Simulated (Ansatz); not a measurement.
Formation energy of Cl_i in Cu (fcc, Fm-3m): levels of theory

Consider the formation energy of Cl_i in Cu (fcc, Fm-3m). Reaction: 64 Cu (fcc) + 1/2 Cl2 (gas) → cell A.

A: a supercell of 64 sites of Cu (fcc, Fm-3m) with Cl off the lattice sites (6 Cu at 2.18 Å); spin state with PBE: run without spin.

Method: Ansatz (an electronic-structure program), PAW, neutral cells at 0 K with nuclei at rest, on structures from PBE. Ansatz runs with its default PAW set. Other levels take these structures. The lattices are those relaxed with PBE, so at other levels the solids can be strained, which adds to the spread. Larger cells are relaxed from a start prepared with the learned potential CHGNet, on a coarser mesh till forces fall under 0.03 eV/Å, which some starts already meet. A dispersion term (D3(BJ), or D4 for r2SCAN) was computed beside these levels and is taken off wherever the name lacks it. The d electrons get no Hubbard U. Mesh and cell size may move defect energies by 0.1 eV or more. Cell A has symmetry Fm-3m within 0.02 Å and got no random move, so less symmetric positions, which may lie lower, weren't tried.

```tsv
Level	value (eV)
PBE	4.20
PBE+D3(BJ)	___
RPBE	5.10
r2SCAN+D4	2.96
```

What belongs in the gaps?


- PBE+D3(BJ), value (eV): 3.27

The levels shown span 2.14 eV, from r2SCAN+D4 (2.96) to RPBE (5.10).

Rough cost of one single point on cell A, against RPBE's on the same shared machine and with each level's own mesh and cutoff: r2SCAN about 3 times.
